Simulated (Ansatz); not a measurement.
SnO2 (model structure, started from the tetragonal ZrO2 type, P4₂/nmc, No. 137, 6 atoms in the cell) was calculated with r²SCAN+SOC (Ansatz, an electronic-structure program, PAW).

Numerical settings: plane-wave cutoff 560 eV, 10×10×6 k mesh (along the axes of the cell as run), Fermi–Dirac smearing 0.01 eV, PAW data made under PBE.

Cell (relaxed with PBEsol):

```cif
data_O4Sn2
_chemical_formula_sum 'Sn2 O4'
_space_group_name_H-M_alt 'P42/nmc :1'
_space_group_IT_number 137
_space_group_name_Hall 'P 4n 2n -1n'
_cell_length_a 3.55766
_cell_length_b 3.55766
_cell_length_c 5.40230
_cell_angle_alpha 90.000
_cell_angle_beta 90.000
_cell_angle_gamma 90.000
loop_
_space_group_symop_operation_xyz
  'x, y, z'
  '-y+1/2, x+1/2, z+1/2'
  '-x, -y, z'
  'y+1/2, -x+1/2, z+1/2'
  'x+1/2, -y+1/2, -z+1/2'
  '-y, -x, -z'
  '-x+1/2, y+1/2, -z+1/2'
  'y, x, -z'
  '-x+1/2, -y+1/2, -z+1/2'
  'y, -x, -z'
  'x+1/2, y+1/2, -z+1/2'
  '-y, x, -z'
  '-x, y, z'
  'y+1/2, x+1/2, z+1/2'
  'x, -y, z'
  '-y+1/2, -x+1/2, z+1/2'
loop_
_atom_site_label
_atom_site_type_symbol
_atom_site_symmetry_multiplicity
_atom_site_Wyckoff_symbol
_atom_site_fract_x
_atom_site_fract_y
_atom_site_fract_z
_atom_site_occupancy
Sn1 Sn 2 a 0.00000 0.00000 0.00000 1
O1 O 4 d 0.00000 0.50000 0.18203 1
```

What does this level give for the band gap and smallest direct gap on the k points sampled?


- band gap = 1.58 eV (indirect)
- smallest direct gap on the k points sampled = 1.71 eV

Note: the relaxation could raise the start's symmetry but not lower it, so the cell can be a saddle point; cell and atoms aren't relaxed at this level (largest force component 0.19 eV/Å, pressure -1.6 GPa).

The computed numbers hold no vibrational or temperature effects.

A model structure was made by putting elements into a prototype or built by hand; it is no filed structure, need not be a known phase, and can be a saddle point held by its symmetry.
